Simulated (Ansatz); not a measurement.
The decay constant κ of evanescent states in the gap governs leakage through a thin film.

Data:

```
AlN
1.0
    3.15041     0.00000     0.00000
    0.00000     3.15041     0.00000
    1.57520     1.57520     2.22767
Al N
1 1
Direct
  0.00000   0.00000   0.00000
  0.25000   0.75000   0.50000
```

Space group of this cell: F-43m, zinc blende. The cell is strained (all lengths scaled by 1.02); by r2SCAN its mean pressure is -10.9 GPa.

Transport runs along the normal of the first two printed cell vectors, the (001) plane of the conventional cell.

The gap is the functional's own, uncorrected, and κ follows it; spin-orbit coupling is left out. Mid-gap values are interpolated between the computed energies.

Compute, with r2SCAN in Ansatz (a quantum-chemistry and plane-wave program), the band gap and the smallest decay constant κ at mid-gap.

Gap 3.89 eV on a 14×14×14 mesh; κ = 0.280 1/Å, at the zone centre.
